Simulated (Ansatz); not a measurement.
The structure below was relaxed with plane-wave PAW DFT at the PBEsol level (Ansatz, an electronic-structure program, 420 eV), no spin-orbit coupling.

```xyz
5
Lattice="4.6293 0.0000 0.0000 0.0000 4.6293 0.0000 0.0000 0.0000 4.6293" Properties=species:S:1:pos:R:3 pbc="T T T"
Sr     0.0000     0.0000     0.0000
Hg     2.3147     2.3147     2.3147
F      2.3147     0.0000     2.3147
F      0.0000     2.3147     2.3147
F      2.3147     2.3147     0.0000
```

**Question.** Find the space group and the Wyckoff positions.

**Answer.** Space group Pm-3m (No. 221); a = 4.629 Å, b = 4.629 Å, c = 4.629 Å, α = 90.00°, β = 90.00°, γ = 90.00°

```tsv
atom	site	symmetry	x	y	z
Sr	1a	m-3m	0.0000	0.0000	0.0000
Hg	1b	m-3m	0.5000	0.5000	0.5000
F	3c	4/mm.m	0.0000	0.5000	0.5000
```

**Question.** Describe the coordination.

**Answer.** The crystal has 5 atoms in its conventional cell. Conventional cell: a = 4.629 Å, b = 4.629 Å, c = 4.629 Å, α = 90.00°, β = 90.00°, γ = 90.00°. Sr sees 12 F at 3.273 Å (cuboctahedral). Hg sees 6 F at 2.315 Å (octahedral). F is surrounded by 2 Hg at 2.315 Å and 4 Sr at 3.273 Å (octahedral). (Neighbours: up to the widest gap in distance over summed covalent radii, below 1.35, at either atom; cation-cation and far metal-metal contacts left out.)

Stability against distortions was not tested. All final runs are without spin polarisation. An odd electron count without spin: SrHgF3. The cell was made from RbHgF3 by this change: Rb → Sr; the result is a hypothetical phase, not in the database extracts checked. Many cubic perovskites are stable only at high temperature; tilts and polar distortions were not tested.
